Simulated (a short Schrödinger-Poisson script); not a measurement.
Stack: MOS inversion layer, SiO2 on p-type InP, at 300 K.

```tsv
layer	material	thickness (nm)	Na (cm⁻³)
1	SiO2	2.7	-
2	InP	330	2.1e18
```

The device is made up for the run: typed textbook-type constants, with dimensions and the other settings drawn at random. SiO2: permittivity 3.9, conduction-band edge (eV) 3.48, gap (eV) 9, electron mass (mₑ) 0.5. InP: permittivity 12.5, conduction-band edge (eV) 0, gap (eV) 1.344, Nv at 300 K (cm⁻³) 1.1e19.

Channel valleys (confinement mass, in-plane density-of-states mass, number): Γ 0.08, 0.08, 1. At the gate the conduction-band edge of layer 1 lies 3.71 eV − eVg above the Fermi level of the channel; the field vanishes at the back. Gaps are held at their typed values at every temperature. Mesh 0.03 nm at interfaces.

Solved with a short Schrödinger-Poisson script written for these runs: 1D Poisson equation in equilibrium, electrons quantum, Hartree (BenDaniel-Duke, 12 states a valley, the channel's in-plane mass for all, wave functions ending at the dielectric), parabolic valleys, classical holes, full ionisation, no traps, pinning or gate leakage.

The same stack at other levels of the model or other numerical settings:

| run | sheet density of all electrons at Vg = 2.4 V (cm⁻²) | capacitance at Vg = 2.4 V (μF/cm²) | centroid of the channel electrons at Vg = 2.4 V (nm) | gate voltage at 1e11 electrons/cm² (V) | rough cost against the base |
|---|---|---|---|---|---|
| base | 4.84e12 | 0.892 | 2.47 | 1.43 | about 1 |
| electrons treated as classical, Boltzmann | 9.43e12 | ? | 0.23 | ? | 0.06 |
| electrons treated as classical, Fermi-Dirac | 6.03e12 | 0.939 | 1.23 | ? | 0.3 |
| electrons treated as quantum, Hartree plus LDA exchange-correlation | 5.04e12 | 0.901 | 2.44 | 1.41 | 1 |
| mesh six times as coarse | 4.84e12 | 0.892 | 2.46 | 1.43 | 0.3 |
| one subband a valley | 4.84e12 | 0.891 | 2.47 | 1.43 | 0.6 |

Task: Some entries are withheld; supply them.

Result: 
- electrons treated as classical, Boltzmann, gate voltage at 1e11 electrons/cm² (V): 1.07
- electrons treated as classical, Boltzmann, capacitance at Vg = 2.4 V (μF/cm²): 1.24
- electrons treated as classical, Fermi-Dirac, gate voltage at 1e11 electrons/cm² (V): 1.09

The classical rows ignore confinement, and Boltzmann statistics overrate the density once the band edge passes the Fermi level.

Above a few 1e12 electrons/cm² a light Γ valley is non-parabolic and upper valleys begin to fill, which the model leaves out.
